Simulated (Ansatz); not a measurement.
Consider ZrS2 in the CdI2 type structure (space group P-3m1, No. 164; a = 3.5781 Å, c = 5.5398 Å; layered, stacked along the Cartesian z axis). Axes: x lies along a and z along c of the hexagonal cell.

Modification: the symmetric strain tensor [0.0159 -0.0003 -0.0007; -0.0003 0.0010 -0.0052; -0.0007 -0.0052 -0.0096]; the atoms relax in the strained cell.

Levels (all Ansatz, a program for electronic structure, PAW): PBEsol-D3(BJ) (420 eV, spin-orbit coupling left out); r2SCAN (500 eV, without spin-orbit coupling); HSE06 (420 eV, without spin-orbit coupling).

One geometry, relaxed with PBEsol-D3(BJ), under each level:

| level | band gap | lowest conduction level above the VBM at special points | hole mass |
|---|---|---|---|
| PBEsol-D3(BJ) | 0.30 eV | V 0.30 eV; U 0.31 eV; R 0.34 eV; T 0.49 eV | 1.8 mₑ along x, 1.5 mₑ along y, 0.18 mₑ along z (at Γ) |
| r2SCAN | … | … | … |
| HSE06 | 1.10 eV | V 1.10 eV; U 1.11 eV; R 1.15 eV; Γ 1.94 eV | – |

**Question.** Give the withheld r2SCAN results.

**Answer.** 
- r2SCAN, band gap: 0.67 eV
- r2SCAN, lowest conduction level above the VBM at special points: V 0.67 eV; U 0.67 eV; R 0.71 eV; T 0.84 eV
- r2SCAN, hole mass: 1.9 mₑ along x, 1.6 mₑ along y, 0.20 mₑ along z (at Γ)

Single points use the geometry relaxed with PBEsol-D3(BJ). HSE06 gaps are upper bounds (no full band path). Masses are band curvatures over ±0.01 Å⁻¹ around the edge. No phonon test of stability was made. k-point labels follow each cell's own Brillouin zone.
